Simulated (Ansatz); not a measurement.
Consider Mg2C (space group Pn-3m, No. 224; a hypothetical phase, not in the database extracts checked).

```
Mg2C
1.0
    4.80860     0.00000     0.00000
    0.00000     4.80860     0.00000
    0.00000     0.00000     4.80860
Mg C
4 2
Cartesian
  3.60645   3.60645   3.60645
  3.60645   1.20215   1.20215
  1.20215   3.60645   1.20215
  1.20215   1.20215   3.60645
  0.00000   0.00000   0.00000
  2.40430   2.40430   2.40430
```

Cartesian axes are those of the cell as printed.

Level of theory: DFT with PBEsol, PAW potentials and a 420 eV plane-wave cutoff in Ansatz (an electronic-structure program), without spin-orbit coupling.

Strains are applied to the cell and any free atomic positions relax.

One change was made to it. Results:

| quantity | base | after |
|---|---|---|
| energy relative to the base (free energy F) | 0 meV/atom | +4.6 meV/atom |
| pressure | 0.0 GPa | 2.3 GPa |
| band gap | zero | zero |

**Question.** Which change produced these results?
A) uniaxial strain ε_yy = −1.20 %
B) uniaxial strain ε_zz = +1.24 %
C) uniaxial strain ε_yy = +3.31 %
D) isotropic strain −1.20 %
E) uniaxial strain ε_zz = +1.81 %

**Answer.** D, isotropic strain −1.20 %. For comparison, the pressure in the other runs: uniaxial strain ε_yy = +3.31 % gives -1.9 GPa; uniaxial strain ε_zz = +1.24 % gives -0.7 GPa; uniaxial strain ε_zz = +1.81 % gives -1.1 GPa; uniaxial strain ε_yy = −1.20 % gives 0.7 GPa.

A case with no gap was solved on a k-mesh chosen for an insulator, which is coarse for it. Stability against distortions was not tested. All final runs are without spin polarisation. Gaps under 0.05 eV, about the width of the smearing, are given as zero. The zero or small gap of Mg2C can change with the level of theory.
